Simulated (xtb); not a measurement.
xtb 6.7.1, GFN1-xTB: W(NH)2(Cl)(OSiH3) ([NH]=[W](=[NH])([Cl])[O][SiH3]), 11 atoms. The geometry is a generated start, not checked to be a minimum at this level.

method: GFN1-xTB
--acc: 1 (default)
--etemp (K): 300 (default)
detailed input (--input): none: ANC optimiser, Lindh (1995) Hessian, microcycle=20, maxdispl=1.0, hlow=0.01 (default)
basis functions: 52
valence electrons: 38

```xyz
11

W     -1.2461     0.1709     0.1154
N     -1.4208    -0.9557     1.4843
H     -1.5799    -1.7627     2.0892
N     -1.6683    -0.6143    -1.4268
H     -1.9496    -1.2558    -2.1703
Cl    -2.5641     1.9150     0.4390
O      0.5640     0.7953     0.0393
Si     2.1449     0.4804    -0.1136
H      2.3606    -0.1409    -1.4308
H      2.5383    -0.4130     0.9882
H      2.8211     1.7808    -0.0140
```

Charge 0 and multiplicity 1 are set for this test and not shown to be the ground state.

The structure is relaxed from this start with --opt LEVEL for the levels crude, sloppy, loose, lax, normal, tight, vtight, extreme, once each. Up to the end of the extreme run atoms move by at most 0.50 Å along an axis.

Q: Choose the cheapest level whose final energy lies within 5 meV of that of extreme.

A: sloppy: 12 cycles against 21, ending 1.2 meV above.

```tsv
level	cycles	energy above the extreme run (meV)	gradient norm (eV/Å)
crude	4	45	0.51
sloppy	12	1.2	0.19
loose	12	1.2	0.19
lax	15	0.081	0.060
normal	16	0.037	0.037
tight	17	0.020	0.033
vtight	19	under 0.01	0.0057
extreme	21	—	0.0010
```
